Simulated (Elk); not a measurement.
Band structure of MnPd (P4/mmm, 2 atoms in the cell).

```
MnPd
1.0
    3.00107     0.00000     0.00000
    0.00000     3.00107     0.00000
    0.00000     0.00000     3.34348
Mn Pd
1 1
Direct
  0.00000   0.00000   0.00000
  0.50000   0.50000   0.50000
```
Moments meant for the start (each program seeds them in its own way; μB, in the order of the atoms Mn Pd): 4.0 0.0.

Computed with LDA (PW92), all-electron FP-LAPW, Elk's shipped species files, APW+lo basis with extra local orbitals (Elk).

Settings: xctype = 3; spinpol = true; rgkmax = 7.5; stype = 3; swidth = 0.00367493 Ha; ngridk = 9 9 8; reducebf = 0.5; gmaxvr = 14 1/bohr; nxlo = 2; lorbcnd = true; rmtscf = 0.96; lmaxi = 3; nempty = 12 per atom; bfcmt = [[0.0, 0.0, -1.0], [0.0, 0.0, 0.0]].

The starting cell comes from a database of computed structures (which also holds hypothetical and non-ambient phases and stackings), without a prior relaxation at this level. The magnetic order is the one reached from the typed start; others were not searched systematically. Values depend on the basis (sphere radii, cutoffs, local orbitals), which need not be converged.

Levels in eV from the Fermi level, bands 16 to 23 of the first spin channel:
```json
[
 {"point": "Γ", "16": "-1.42", "17": "-0.80", "18": "-0.62", "19": "-0.62", "20": "5.44", "21": "8.71", "22": "8.71", "23": "12.53"},
 {"point": "X", "16": "-2.26", "17": "-2.24", "18": "-1.80", "19": "-0.29", "20": "0.12", "21": "12.41", "22": "12.66", "23": "13.07"},
 {"point": "M", "16": "-1.26", "17": "-0.38", "18": "-0.38", "19": "0.44", "20": "0.44", "21": "6.25", "22": "6.83", "23": "13.12"},
 {"point": "Z", "16": "-2.16", "17": "-1.99", "18": "-1.66", "19": "-1.21", "20": "-1.18", "21": "14.11", "22": "14.43", "23": "14.43"},
 {"point": "R", "16": "-1.33", "17": "-0.50", "18": "-0.49", "19": "-0.34", "20": "-0.16", "21": "5.24", "22": "5.73", "23": "14.87"},
 {"point": "A", "16": "-1.54", "17": "-1.27", "18": "-1.24", "19": "6.82", "20": "6.82", "21": "6.91", "22": "7.31", "23": "7.37"}
]
```

Bands cross the Fermi level along this path, so the cell is metallic at this level.

The net moment of the cell came out as 4.42 μB.
